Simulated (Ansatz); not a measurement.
The parent structure is SiC (space group P6_3mc, No. 186; a = 3.078 Å, c = 10.076 Å).

Method: r2SCAN (Ansatz, a quantum-chemistry and plane-wave program, PAW, scalar-relativistic without spin-orbit coupling).

Before the change:

- Shortest interatomic distance: 1.883 Å

It is then changed as follows: cell and atoms relaxed at a pressure of 9 GPa.

Question: Estimate the effect on the mean gap deformation potential ΔEg/Δln V and shortest interatomic distance.

Answer: The mean gap deformation potential ΔEg/Δln V comes out as -0.4 eV; the shortest interatomic distance drops by 0.023 Å (1.883 Å → 1.860 Å).

Load acts through the strain it causes; cell and atoms are relaxed under it. No phonon test of stability was made. No other phases were tried under pressure.
